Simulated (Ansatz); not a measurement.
# Effect of 1 layer on hypothetical diamond Nb

Take Nb in the diamond structure (space group Fd-3m, No. 227; a = 5.806 Å; a hypothetical phase, not in the database extracts checked) as the base. Axes: x, y, z lie along the cube axes.

One thing is altered: a free-standing slab of 1 layer (2 atoms, 2 a layer) is cut normal to [110], with 15 Å of vacuum and the in-plane cell held at bulk.

Level of theory: PBEsol (Ansatz, an electronic-structure program; PAW; 420 eV plane waves; without spin-orbit coupling). Γ-centred 11×8×1 mesh, Fermi–Dirac width 0.05 eV, for the changed cell.

- Layer's space group (with vacuum): Pmma (No. 51)
- Band gap: zero (base zero)

No phonon test of stability was made. All final runs are without spin polarisation. Nb has a high density of states at the Fermi level and may be magnetic at this level.
